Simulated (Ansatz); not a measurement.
N interstitial in metastable zinc-blende AlN (start: void with 4N nearest; 64-site cell, 2×2×2 shifted sampling). Calculation: PBE, PAW (plane waves to 420 eV; Ansatz, an electronic-structure program). Total energies of the localised charge states, counted from that of charge +2, and their image corrections (point charge with alignment); the host's valence-band maximum lies at 6.722 eV on the cells' energy zero and its gap is 3.31 eV.

```tsv
charge	moment (μB)	E − E(first) (eV)	correction (eV)
+2	1.0	0.000	1.230
+1	2.0	7.753	0.380
0	1.0	16.417	0.000
−1	not spin-polarised	25.227	0.079
```

Question: Derive the transition levels above the valence-band maximum and say which of them are thermodynamic.

Answer: A level is the Fermi energy at which two charges have equal formation energy: ε(q/q′) = [E(q′) + corr(q′) − E(q) − corr(q)] / (q − q′) − E_VBM.
ε(+2/+1) = [(7.753 + 0.380) − (0.000 + 1.230)] / 1 − 6.722 = 0.18 eV
ε(+1/0) = [(16.417 + 0.000) − (7.753 + 0.380)] / 1 − 6.722 = 1.56 eV
ε(0/−1) = [(25.227 + 0.079) − (16.417 + 0.000)] / 1 − 6.722 = 2.17 eV
Thermodynamic levels at least 0.1 eV inside the gap: (+2/+1) at 0.18 eV; (+1/0) at 1.56 eV; (0/−1) at 2.17 eV. Corrections reach 1.23 eV, so the outer levels may be off by several tenths of an eV. Only the charges listed were compared. At charge −2 the carrier sat in host band states, shallow at most. The geometries come from one start. Flagged in the runs: a doubtful potential alignment, a strain field that reaches the edge of the cell.
